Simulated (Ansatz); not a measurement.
The starting structures come from a database of crystals and need not be the phases stable at ambient conditions.

Consider the following.

```yaml
crystal:
  lattice:
    - [6.84037, 0.00615, 0.00304]
    - [-3.40800, 5.93095, 0.00304]
    - [1.13256, 1.95904, 5.96528]
  atoms:
    - { symbol: Y, position: [0.83374, 0.16626, 0.00000] }
    - { symbol: Y, position: [0.16626, 0.83374, 0.00000] }
    - { symbol: Cl, position: [0.06259, 0.41945, 0.24345] }
    - { symbol: Cl, position: [0.93741, 0.58055, 0.75655] }
    - { symbol: Cl, position: [0.58055, 0.93741, 0.75655] }
    - { symbol: Cl, position: [0.41945, 0.06259, 0.24345] }
    - { symbol: Cl, position: [0.21859, 0.21859, 0.74858] }
    - { symbol: Cl, position: [0.78141, 0.78141, 0.25142] }
```

Space group of this cell: C2/m. The cell was relaxed by PBE-D3(BJ).

Transport runs along the normal of the first two printed cell vectors.

The gap is the functional's own. No spin-orbit coupling. Mid-gap values are interpolated on the energy grid.

**Question.** Estimate the band gap and the smallest decay constant κ at mid-gap that Ansatz (a quantum-chemistry and plane-wave program) with r2SCAN returns for this system.

**Answer.** Gap 5.08 eV on a 6×6×6 mesh; κ = 0.443 1/Å, at the zone centre.
